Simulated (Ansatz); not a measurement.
Functionals compared on the 1x1 (0001) surface of corundum (cut with top plane Al), in Ansatz (plane waves, PAW). The structure was relaxed with PBE; the other rows are single points on it. Cutoff 420 eV (500 eV for r2SCAN).

Host crystal: corundum, with a band gap (PBE, scalar-relativistic without spin-orbit coupling).

Slab: 20 atoms, 6.7 Å thick at the start (thin: gaps and levels are the slab's own); k 6x6x1, smearing 0.01 eV, dipole-corrected; 9 atoms held, the rest relaxed; symmetry of the start imposed; no spin, no spin-orbit, no U. These notes are the PBE run's.

| functional | gap of the slab on its k-mesh (eV) | highest filled level below the top vacuum level (eV) | rough cost of the single point |
|---|---|---|---|
| PBE | 4.73 | 6.56 | – |
| RPBE | 4.71 | 6.41 | about 40 core-seconds (a rough figure) |
| r2SCAN | 5.54 | 6.93 | roughly 70 core-seconds |

Ansatz is a quantum-chemistry and plane-wave program.
